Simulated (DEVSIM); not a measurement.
Structure: Schottky contact on n-type ZnO, at 300 K.

Layer 1 from the left is ZnO, thickness (μm) 0.450, Nd (cm⁻³) 3e15, τn (s) 5.2e-10, τp (s) 5.2e-10. Layer 2 from the left is ZnO, thickness (μm) 24.0, Nd (cm⁻³) 7.3e17, τn (s) 5.2e-10, τp (s) 5.2e-10.

Left contact: Schottky, work function 5.5 eV, emission velocity 9.5e6 cm/s. Right contact: ohmic. Voltage is applied to the left contact. Recombination: SRH at mid-gap, radiative, Auger. Mobility is μmin + (μ − μmin)/(1 + (N/Nref)^α).

The device is made up for the run: typed textbook-type constants, with dimensions and the other settings drawn at random. Values at 300 K.

ZnO: gap (eV) 3.37, affinity (eV) 4.5, permittivity 8.7, Nc (cm⁻³) 3.7e18, Nv (cm⁻³) 1.8e19, μn (cm²/Vs) 200, μp (cm²/Vs) 20, μn,min 20, μp,min 2, Nref,n 1e18, Nref,p 1e18, αn 0.6, αp 0.6, B (cm³/s) 1e-10, Cn (cm⁶/s) 1e-31, Cp (cm⁶/s) 1e-31.

Simulated with DEVSIM: 1D drift-diffusion, Boltzmann statistics, complete ionisation; no tunnelling, impact ionisation, image-force lowering or self-heating. Metal contacts follow the ideal Schottky-Mott rule: no Fermi-level pinning, no interface dipoles.

Dark forward current:

| |V| (V) | |J| (A/cm²) |
|---|---|
| 0.05 | 2.072e-10 |
| 0.10 | 1.599e-9 |
| 0.15 | 1.096e-8 |
| 0.20 | 7.373e-8 |
| 0.25 | 4.937e-7 |
| 0.30 | 3.293e-6 |
| 0.35 | 2.186e-5 |
| 0.40 | 0.0001443 |
| 0.45 | 0.0009453 |
| 0.50 | 0.006126 |
| 0.55 | 0.03906 |
| 0.60 | 0.2422 |
| 0.65 | 1.416 |
| 0.70 | 7.173 |
| 0.75 | 26.81 |
| 0.80 | 68.12 |
| 0.85 | 128.6 |
| 0.90 | 202.2 |
| 0.95 | 284.6 |
| 1.00 | 373.4 |
| 1.05 | 467.1 |
| 1.10 | 564.8 |
| 1.15 | 666.0 |
| 1.20 | 770.2 |
| 1.25 | 877.2 |
| 1.30 | 986.8 |

**Question.** Work out the local ideality factor n = ΔV / (kT/q · ln(J2/J1)) between the rows 0.15 and 0.20 V, 1.25 and 1.30 V.

**Answer.** kT/q = 25.85 mV. From 0.15 to 0.20 V: ln(7.373e-8/1.096e-8) = 1.906, n = 1.01, near the 1 of diffusion or emission over a barrier. From 1.25 to 1.30 V: ln(986.8/877.2) = 0.118, n = 16.43.

**Question.** Estimate the current at 0.35 V for emission alone, J0 = q v N_band exp(−φB/kT), and read the barrier back from the simulated current.

**Answer.** φB = 1.000 eV, N_band = 3.70e18 cm⁻³, J0 = 8.91e-11 A/cm²; J = J0 (exp(qV/kT) − 1) = 6.77e-5 A/cm². The simulation gives 2.19e-5 A/cm²; the estimate lies 210 % above. Read backwards, the simulated current gives an apparent barrier of 1.029 eV. The estimate leaves out transport through the depletion region and minority injection.
